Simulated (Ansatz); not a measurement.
Levels about the gap of amorphous Hf$_{18}$O$_{39}$Al$_{2}$ (59 atoms in a cell of 755 Å³, 8.56 g/cm³; zone centre alone, so wide bands show as single levels with stretches between that a denser mesh fills), at the geometry that PBE relaxed, where it gives 0.4 GPa on a denser mesh. The participation number counts the atoms over which a state spreads; weights are charges in smoothed Voronoi cells. The levels come from a single point, so bond lengths are those of that geometry. Method of the levels: PBE, scalar-relativistic without spin-orbit coupling (Ansatz, a first-principles code). Sampling: the zone centre alone; Fermi-Dirac width 0.02 eV; no spin polarisation. At PBE the levels at the filled edge of the gap are localised (band-tail or defect states), and the nearest spread-out levels lie 4.4 eV apart at the zone centre.

It comes from a melt-quench run on a machine-learned potential (CHGNet), relaxed afterwards by DFT. O atoms were pushed apart under 1.9 Å during the dynamics, to hinder bonds among them. The hot cell started wider than the set density and was brought back towards it in steps. It is the lowest in DFT energy of 2 quenches. It is a model cell: composition and starting density were chosen by hand, and all elements were melted together. No dispersion term was used. Its density started from a set value of 8.56 and ended at 8.56 g/cm³. The quench (nominally 450 K/ps over its main leg) was far faster than any real one, so the model tends to hold more defects than a real film. A cell of this size samples the disorder only roughly. The volume was held where the preparation left it and the shape relaxed, at a PBE pressure of 0.4 GPa.

| E - E(highest filled), eV | filling | participation number | largest on | weight O | weight Hf | weight Al |
|---|---|---|---|---|---|---|
| -0.39 | filled | 17.8 | O, 4 neighbours | 0.94 | 0.06 | 0.00 |
| -0.35 | filled | 23.3 | O, 3 neighbours | 0.94 | 0.05 | 0.00 |
| -0.34 | filled | 17.9 | O, 2 neighbours | 0.94 | 0.06 | 0.00 |
| -0.33 | filled | 16.9 | O, 3 neighbours | 0.94 | 0.05 | 0.00 |
| -0.21 | filled | 11.5 | O, 3 neighbours | 0.95 | 0.05 | 0.00 |
| -0.12 | filled | 9.4 | O, 3 neighbours | 0.95 | 0.04 | 0.00 |
| 0.00 | filled | 4.1 | O, 2 neighbours | 0.94 | 0.05 | 0.00 |
| 4.07 | empty | 20.2 | Hf, 7 neighbours | 0.39 | 0.60 | 0.01 |
| 4.11 | empty | 23.0 | Hf, 7 neighbours | 0.43 | 0.57 | 0.00 |
| 4.23 | empty | 18.2 | Hf, 6 neighbours | 0.39 | 0.61 | 0.00 |
| 4.30 | empty | 35.0 | Hf, 6 neighbours | 0.45 | 0.54 | 0.01 |
| 4.42 | empty | 23.0 | Hf, 6 neighbours | 0.39 | 0.61 | 0.00 |
| 4.59 | empty | 37.9 | Hf, 6 neighbours | 0.42 | 0.57 | 0.01 |
| 4.68 | empty | 26.8 | Hf, 6 neighbours | 0.36 | 0.63 | 0.00 |

Most localised among these is the filled level at +0.00 eV, on a O atom, which has 2 neighbours (Hf 1.94 Å, Hf 2.04 Å).
